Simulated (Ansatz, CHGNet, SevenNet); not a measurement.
# Lattice constant a of Pd (model structure, started from the simple cubic type, Pm-3m, No. 221, 1 atom in the cell) at several levels of theory

No measured value is used here.

```csv
level (code),value (Å)
CHGNet 0.3.0,2.608
CHGNet-r²SCAN,2.559
SevenNet-0,2.629
LDA (Ansatz),___
PBE (Ansatz),2.614
PBEsol (Ansatz),2.566
r²SCAN (Ansatz),___
```

Question: What belongs in the gaps?

Answer: 
- LDA (Ansatz, a program for electronic structure), value (Å): 2.539
- r²SCAN (Ansatz), value (Å): 2.588

The crystal itself was run without spin with LDA, PBE, PBEsol, r²SCAN; a magnetic state was not tried in these runs. Cutoffs differ between the levels. Ansatz's density-functional and Hartree–Fock values are scalar-relativistic unless marked +SOC, with PAW data made under PBE.

Machine-learned potentials (CHGNet 0.3.0, CHGNet-r²SCAN, SevenNet-0) are trained on DFT data: a solid inside that data is no test of them.

A model structure was made by putting elements into a prototype or built by hand; it is no filed structure, need not be a known phase, and can be a saddle point held by its symmetry.
